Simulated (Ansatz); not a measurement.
We consider La₂O₃ (Ia-3, No. 206, 40 atoms in the cell; start mp-2292; a measured phase of this formula has another space group), described by LDA in Ansatz (PAW).

Run with plane-wave cutoff 520 eV, 4×4×4 k mesh, Fermi–Dirac smearing 0.01 eV, scalar-relativistic PAW data made under PBE.

Cell (relaxed at this level):

```cif
data_La32O48
_chemical_formula_sum 'La32 O48'
_space_group_name_H-M_alt 'Ia-3'
_space_group_IT_number 206
_space_group_name_Hall '-I 2b 2c 3'
_cell_length_a 11.19421
_cell_length_b 11.19421
_cell_length_c 11.19421
_cell_angle_alpha 90.000
_cell_angle_beta 90.000
_cell_angle_gamma 90.000
loop_
_atom_site_label
_atom_site_type_symbol
_atom_site_symmetry_multiplicity
_atom_site_Wyckoff_symbol
_atom_site_fract_x
_atom_site_fract_y
_atom_site_fract_z
_atom_site_occupancy
La1 La 24 d 0.00000 0.25000 0.47154 1
La2 La 8 b 0.25000 0.25000 0.25000 1
O1 O 48 e 0.11146 0.35281 0.12154 1
```
(The calculation used a cell of 40 atoms; values per cell refer to that cell.)

Problem. What does this level give for the band gap and smallest direct gap on the k points sampled?

Solution. 
- band gap: 3.33 eV
- smallest direct gap on the k points sampled: 3.50 eV

Spin–orbit coupling is not included.

A start named mp-… is a Materials Project structure, which need not be a measured phase.

Ansatz is an electronic-structure program.
